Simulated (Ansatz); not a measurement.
A hypothetical phase is included: elements placed on a structure type, which no database files for this compound.

By PBEsol, the system below comes out a metal.

The ballistic (Sharvin) conductance counts the channels at the Fermi level: G/A = (e²/h) × channels of both spins per area.

```
Mo
1.0
    3.95575     0.00000     0.00000
    0.00000     3.95575     0.00000
    1.97787    -1.97787     2.79713
Mo
2
Direct
  0.25000   0.25000   0.50000
  0.50000   0.50000   0.00000
```

The cell was relaxed by PBE-D3(BJ); by PBEsol it stands under a pressure of 1.0 GPa.

The current flows along the normal of the first two printed cell vectors, the (001) plane of the conventional cell. No spin-orbit coupling; the value is a mean over 0.1 eV about the Fermi level.

Q: State the ballistic conductance per area according to Ansatz (an electronic-structure program) with PBEsol.

A: 0.77 × 10¹⁵ S/m² for both spins.
